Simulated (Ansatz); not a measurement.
Start from CdSe in the wurtzite structure (space group P6_3mc, No. 186; a = 4.383 Å, c = 7.154 Å).

The change: cell and atoms relaxed at a pressure of 4.2 GPa.

Levels (all Ansatz, a first-principles code, PAW): PBE (420 eV, spin-orbit coupling left out); r2SCAN (500 eV, without spin-orbit coupling); HSE06 (420 eV, no spin-orbit coupling); PBE+SOC (420 eV, with spin-orbit coupling).

One geometry, relaxed with PBE, under each level:

The valence-band top lists the three highest levels at Γ (Kramers pairs under SOC), from the VBM.

```tsv
level	band gap	lowest conduction level above the VBM at special points	valence-band top at Γ	electron mass	hole mass	pressure
PBE	0.71 eV	Γ 0.71 eV; A 2.42 eV; L 2.94 eV; M 3.25 eV	0.00, 0.00, -0.07 eV	–	–	4.20 GPa
r2SCAN	1.21 eV	Γ 1.21 eV; A 2.90 eV; L 3.35 eV; M 3.73 eV	–	0.097 mₑ along c, 0.11 mₑ across (at Γ)	–	2.75 GPa
HSE06	(withheld)	(withheld)	–	–	–	–
PBE+SOC	0.59 eV	Γ 0.59 eV; A 2.30 eV; L 2.82 eV; M 3.12 eV	0.00, -0.04, -0.39 eV	–	1.4 mₑ along c, 0.12 mₑ across (at Γ)	4.16 GPa
```

Q: Give the withheld HSE06 results.

A: 
- HSE06, band gap: 1.66 eV
- HSE06, lowest conduction level above the VBM at special points: Γ 1.66 eV; A 3.40 eV; L 3.86 eV

Single points use the geometry relaxed with PBE. Their cutoffs differ, which shifts pressures a little. Differences between runs with and without spin-orbit coupling are approximate. Load acts through the strain it causes; cell and atoms are relaxed under it. Masses are band curvatures over ±0.01 Å⁻¹ around the edge. Whether these cells are dynamically stable was not tested. Measured, CdSe leaves this structure (for rock salt) near 2.72 GPa (temperature not stated; as listed in Datta, Sujoy, Jana, Debnarayan, arXiv (2020)), on rising pressure, with hysteresis.
